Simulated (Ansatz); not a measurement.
# CaO (P6₃/mmc, No. 194, 4 atoms in the cell; start mp-545512; a measured phase of this formula has another space group)

These are HSE06 (Ansatz, an electronic-structure program, plane waves, PAW) values and carry that method's errors.

Run with plane-wave cutoff 460 eV, 9×9×6 k mesh (along the axes of the cell as run), Fermi–Dirac smearing 0.01 eV, scalar-relativistic PAW data made under PBE.

Cell (relaxed with PBEsol):

```
CaO
1.0
    3.95620     0.00000     0.00000
   -1.97810     3.42617     0.00000
    0.00000     0.00000     4.74324
Ca O
2 2
Direct
  0.33333   0.66667   0.75000
  0.66667   0.33333   0.25000
  0.33333   0.66667   0.25000
  0.66667   0.33333   0.75000
```

For CaO (P6₃/mmc, No. 194, 4 atoms in the cell; start mp-545512; a measured phase of this formula has another space group), the band gap is 4.65 eV (on the SCF k mesh).

Note: cell and atoms aren't relaxed at this level (pressure 1.9 GPa).

Static lattice: no zero-point or thermal effects.

A start named mp-… is a Materials Project structure, which need not be a measured phase.
